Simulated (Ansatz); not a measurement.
SiO2 (space group P3_121, No. 152)

Space group P3₁21 (No. 152); a = b = 4.921 Å, c = 5.417 Å, α = β = 90.00°, γ = 120.00°

```csv
atom,site,symmetry,x,y,z
Si,3b,.2.,0.5309,0.5309,0.5000
O,6c,1,0.7312,0.1443,0.0486
```

Level of theory: Kohn–Sham DFT with the r2SCAN functional, run in Ansatz (a program for electronic structure) with PAW and 500 eV plane waves, spin-orbit coupling left out. Γ-centred 8×8×6 mesh, Fermi–Dirac width 0.05 eV.

```json
{
 "volume_per_atom": "12.62 Å³",
 "density": "2.63 g/cm³",
 "band_gap": "6.60 eV, indirect, K → Γ",
 "electron_mass": "0.49 mₑ",
 "Lowest conduction-band minima above the VBM": "Γ 6.60 eV",
 "total_energy": "-593.366 eV/atom (σ→0; compares only within this code and set-up)"
}
```

Masses are band curvatures over ±0.01 Å⁻¹ around the edge. No phonon test of stability was made.
